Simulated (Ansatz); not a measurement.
Quick settings and what they miss: Ta2Ti2NbC5 (R3m, 10 atoms in the cell)

Self-consistent single point.

```
Ta2Ti2NbC5
1.0
    1.59304     0.91974    12.94660
   -1.59304     0.91974    12.94660
    0.00000    -1.83948    12.94660
Ti Ta Nb C
2 2 1 5
Direct
  0.90133   0.90133   0.90133
  0.29878   0.29878   0.29878
  0.09999   0.09999   0.09999
  0.50157   0.50157   0.50157
  0.69838   0.69838   0.69838
  0.59984   0.59984   0.59984
  0.80066   0.80066   0.80066
  0.20146   0.20146   0.20146
  0.99796   0.99796   0.99796
  0.40006   0.40006   0.40006
```

Method of the run: PBEsol, default PAW files made with PBE (plane waves; Ansatz, a quantum-chemistry and plane-wave program).

Base settings: basis.ecutwfc = 420 eV; kpoints.mp_grid.grid = 8 8 8; hamiltonian.xc = pbesol; hamiltonian.pseudopotentials = {kind: paw} (the program's default PAW files); scf.occupations.method = cold; scf.occupations.width = 0.1 eV.

Tight run (finer mesh or higher cutoff; not a proven limit): basis.ecutwfc: 420 eV → 590 eV; kpoints.mp_grid.grid: 8 8 8 → 11 11 11; scf.convergence.dr2_threshold: default (1e-07 eV) → 1e-09 eV. It gave Fermi level (on the code's own zero) 16.52 eV; pressure -19.67 GPa; largest force (vector length) 0.239 eV/Å.

Quick runs, as changes from the base:
- A: the base itself
- B: basis.ecutwfc: 420 eV → 250 eV; kpoints.mp_grid.grid: 8 8 8 → 3 3 3; hamiltonian.xc: pbesol → lda; kpoints.mp_grid.shift: default → 0.5 0.5 0.5 [LDA (PW92)]
- C: basis.ecutwfc: 420 eV → 250 eV; kpoints.mp_grid.grid: 8 8 8 → 6 6 6; scf.occupations.method: cold → methfessel_paxton; scf.occupations.width: 0.1 eV → 0.2 eV
- D: basis.ecutwfc: 420 eV → 210 eV; scf.occupations.method: cold → fermi_dirac; scf.occupations.width: 0.1 eV → 0.136 eV; scf.convergence.dr2_threshold: default (1e-07 eV) → 0.0001 eV
- E: basis.ecutwfc: 420 eV → 210 eV; kpoints.mp_grid.grid: 8 8 8 → 4 4 4; hamiltonian.xc: pbesol → lda; kpoints.mp_grid.shift: default → 0.5 0.5 0.5; scf.convergence.dr2_threshold: default (1e-07 eV) → 0.001 eV [LDA (PW92)]
- F: basis.ecutwfc: 420 eV → 295 eV

Energies are extrapolated to zero smearing width, which holds to low order in the width alone.

Dashes: energy of B, E, another energy zero.

† marks runs with another functional, U, potentials or spin treatment: their distance from the tight run is not a convergence error alone.

The count of work is k-points × plane waves × bands × iterations; it is no time. 

Pressures in the table are Ansatz's without its Pulay estimate, at a fixed set of plane waves; the tight run's value above holds the estimate.

The starting cell comes from a database of computed structures (which also holds hypothetical and non-ambient phases and stackings), without a prior relaxation at this level. Its lattice was rescaled by a random factor within 2.5 % of one. Spin polarisation is off. In the base run, with a pressure of about -20 GPa the cell is away from its equilibrium volume at this level.

```tsv
run	energy less tight (meV/atom)	pressure less tight (GPa)	largest miss in a force vector (eV/Å)	count of work / tight
A	3.8	-0.20	0.033	0.22
B†	–	-44.92	0.240	0.0087
C	544.9	-38.66	0.129	0.046
D	1672.2	-97.59	0.298	0.067
E†	–	-105.48	0.830	0.0072
F	122.4	-10.18	0.062	0.13
```

Among the runs at the tight run's level, the energy misses run from 3.8 to 1672.2 meV/atom.

Keys are those of Ansatz 0.2.
